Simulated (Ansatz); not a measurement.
## How far PBE and PBEsol part for hypothetical diamond Mg, pressure 0.3 GPa

The parent structure is Mg in the diamond structure (space group Fd-3m, No. 227; a = 6.8713 Å; a hypothetical phase, not in the database extracts checked).

(Cell as relaxed with PBE.)

Levels (all Ansatz, a quantum-chemistry and plane-wave program, PAW): PBE (420 eV, no SOC); PBEsol (420 eV, no SOC).

Each level relaxes its own structure.

```tsv
base	PBE	PBEsol
volume per atom	40.55 Å³	39.01 Å³
lattice parameter a	6.871 Å	6.783 Å
band gap	zero	zero
```

One thing is altered: a hydrostatic pressure of 0.3 GPa.

```csv
quantity,PBE,PBEsol
band gap,zero,zero
volume per atom,39.47 Å³,38.07 Å³
```

PBE's volume per atom lies 1.40 Å³ above PBEsol's (3.7 %); the two agree on the band gap. Neither level is exact; PBEsol is the comparison here, not a measurement.

Load acts through the strain it causes; cell and atoms are relaxed under it. No phonon test of stability was made.
